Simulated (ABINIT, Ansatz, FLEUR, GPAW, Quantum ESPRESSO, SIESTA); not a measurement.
## One structure in several programs: BaB₆ (Pm-3m, 7 atoms in the cell)

Self-consistent single point.

```
BaB6
1.0
    4.23065     0.00000     0.00000
    0.00000     4.23065     0.00000
    0.00000     0.00000     4.23065
Ba B
1 6
Direct
  0.00000   0.00000   0.00000
  0.20566   0.50000   0.50000
  0.79434   0.50000   0.50000
  0.50000   0.20566   0.50000
  0.50000   0.79434   0.50000
  0.50000   0.50000   0.20566
  0.50000   0.50000   0.79434
```

All programs got the same cell, k-point mesh and kind of occupations (in Ansatz's words: kpoints.mp_grid.grid = 10 10 10; scf.occupations.method = gaussian; scf.occupations.width = 0.1 eV); potentials, basis and cutoffs are each program's usual ones.

```tsv
code	model	pressure (GPa)	largest force (eV/Å)	k-points	cutoff
Quantum ESPRESSO	LDA (PZ), GBRV 1.5 ultrasoft (LDA) pseudopotentials	-1.35	0.099	56	40 Ry
FLEUR	LDA (Vosko-Wilk-Nusair), all-electron FLAPW (FLEUR), scalar-relativistic valence	–	0.087	56	Kmax 4 1/bohr
Ansatz	LDA (PW92), PAW files made with PBE	-2.55	0.070	56	default
SIESTA	LDA PW92, numerical atomic orbitals TZP, PseudoDojo LDA standard norm-conserving potentials (rewritten from UPF to PSML)	4.65	0.034	560	grid 400 Ry
ABINIT	LDA (PW92), norm-conserving pseudopotentials (PseudoDojo nc-sr-04 LDA standard)	-2.46	0.090	56	1034 eV
GPAW	LDA (Perdew-Wang 92), GPAW PAW datasets LDA (gpaw-data 1.0.1)	–	0.060	56	900 eV
```

A dash marks a value that a program does not give, or that is left out as unsure.

The spread over the programs that give each value: pressure within 7.20 GPa; largest force within 0.065 eV/Å.

The starting cell comes from a database of computed structures (which also holds hypothetical and non-ambient phases and stackings), without a prior relaxation at this level. Its lattice was rescaled by a random factor within 2.5 % of one.

Why do the programs differ, and what cannot be compared?

Differences of this kind can come from the potentials, where these differ, and from what each basis and cutoff leave unconverged. The zero of total energies and Fermi levels follows the potentials and each program's conventions, so they are not compared here. SIESTA uses small atom-centred bases, whose incompleteness enters pressures, forces and empty levels differently from a plane-wave cutoff. FLEUR treats all electrons, but the usual bases taken here (sphere radii, linearisation, local orbitals, empty states) were not tested for convergence, so the values are no reference for the others. Ansatz's pressure is given at a fixed set of plane waves, as the other plane-wave codes print theirs; with its correction for the finite basis it is -2.39 GPa. The pressure of GPAW is left out: its cutoff lies under the one at which its stress was checked. The same LDA comes in different parametrisations, which differ slightly. The programs reduce the same mesh by symmetry to different extents, which changes the work and not the result. In the pressure, Quantum ESPRESSO (by 1.11) and SIESTA (by 7.11) lie more than 1 GPa from the median of the plane-wave programs.

Ansatz is a quantum-chemistry and plane-wave program.

Keys are those of Ansatz 0.2.
